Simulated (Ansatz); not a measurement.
```yaml
crystal:
  lattice:
    - [23.00000, 0.00000, 0.00000]
    - [0.00000, 14.50000, 0.00000]
    - [0.00000, 0.00000, 5.71417]
  atoms:
    - { symbol: Se, position: [0.24294, 0.38499, 0.65959] }
    - { symbol: W, position: [0.26908, 0.50000, 0.36386] }
    - { symbol: Se, position: [0.24294, 0.61501, 0.65959] }
    - { symbol: Se, position: [0.32000, 0.37207, 0.15210] }
    - { symbol: W, position: [0.31421, 0.50000, 0.85599] }
    - { symbol: Se, position: [0.32000, 0.62793, 0.15210] }
    - { symbol: Se, position: [0.38970, 0.38991, 0.66661] }
    - { symbol: W, position: [0.39019, 0.50000, 0.31715] }
    - { symbol: Se, position: [0.38970, 0.61009, 0.66661] }
    - { symbol: Se, position: [0.46426, 0.38266, 0.16764] }
    - { symbol: W, position: [0.46527, 0.50000, 0.83778] }
    - { symbol: Se, position: [0.46426, 0.61734, 0.16764] }
    - { symbol: Se, position: [0.53574, 0.38266, 0.66764] }
    - { symbol: W, position: [0.53473, 0.50000, 0.33778] }
    - { symbol: Se, position: [0.53574, 0.61734, 0.66764] }
    - { symbol: Se, position: [0.61030, 0.38991, 0.16661] }
    - { symbol: W, position: [0.60981, 0.50000, 0.81715] }
    - { symbol: Se, position: [0.61030, 0.61009, 0.16661] }
    - { symbol: Se, position: [0.68000, 0.37207, 0.65210] }
    - { symbol: W, position: [0.68579, 0.50000, 0.35599] }
    - { symbol: Se, position: [0.68000, 0.62793, 0.65210] }
    - { symbol: Se, position: [0.75706, 0.38499, 0.15959] }
    - { symbol: W, position: [0.73092, 0.50000, 0.86386] }
    - { symbol: Se, position: [0.75706, 0.61501, 0.15959] }
```

Levels: PBE (plane waves to 420 eV, PAW; Ansatz, an electronic-structure program); PBE with spin-orbit coupling run with Ansatz. Unmarked values and the geometry are of the first. Mesh 1×1×6. No spin polarisation, so a magnetic state wasn't tested. Periodic along z alone, with about 11 Å of vacuum beside it. A model structure. Only distortions within the start's symmetry and period were free. Values not marked SOC lack spin–orbit coupling.

**Question.** Say what this body is, and give its properties.

**Answer.** Armchair WSe2 nanoribbon, N = 8, bare edges. A hypothetical model, cut from the flat sheet.
```
Property                                                                                                 Value
---------------------------------------------------------------  ---------------------------------------------
largest distance between nuclei across the axis                                                        12.29 Å
edge energy against the flat WSe2 sheet, per length of one edge                                    +0.655 eV/Å
PBE gap                                                          0.47 eV, indirect, from k = 0.344 × 2π/c to Γ
electron mass along the axis (PBE)                                                                     0.51 mₑ
hole mass along the axis (PBE)                                                                          1.3 mₑ
valence and conduction edges under the vacuum level (PBE)                                     5.26 and 4.80 eV
PBE+SOC gap at this geometry                                                                           0.44 eV
```
